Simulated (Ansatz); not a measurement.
The reference is HfO2 in the fluorite structure (space group Fm-3m, No. 225).

```
CELL_PARAMETERS angstrom
      0.00000     2.52923     2.52923
      2.52923     0.00000     2.52923
      2.52923     2.52923     0.00000
ATOMIC_POSITIONS crystal
  Hf 0.00000 0.00000 0.00000
  O  0.25000 0.25000 0.25000
  O  0.75000 0.75000 0.75000
```

Level of theory: r2SCAN (Ansatz, a first-principles code, PAW, without spin-orbit coupling).

Carriers are added at fixed cell with a uniform background; the Fermi–Dirac width is that of 300 K.

One change was made to it. Results:

```json
[
 {"quantity": "gap between the host's bands", "base": "4.30 eV", "after": "4.67 eV"},
 {"quantity": "Fermi level relative to the doped band's edge (positive inside the band; to 0.05 eV)", "base": "–", "after": "+0.55 eV"},
 {"quantity": "gap character", "base": "direct at X", "after": "direct at X"}
]
```

**Question.** What was done to the base?
(A) holes 1.5×10^21 cm⁻³
(B) holes 1.0×10^22 cm⁻³
(C) electrons 1.0×10^22 cm⁻³

**Answer.** B, holes 1.0×10^22 cm⁻³. For comparison, the gap between the host's bands in the other runs: holes 1.5×10^21 cm⁻³ gives 4.36 eV; electrons 1.0×10^22 cm⁻³ gives 4.31 eV.

Carriers are added with a uniform compensating background; total energy and stress of such cells depend on the potential's zero and are not compared; many-body gap narrowing is missing at this level. With Hf present, leaving out spin-orbit coupling can change the band edges. Whether these cells are dynamically stable was not tested. This is not the structure that HfO2 has at room temperature and ambient pressure.
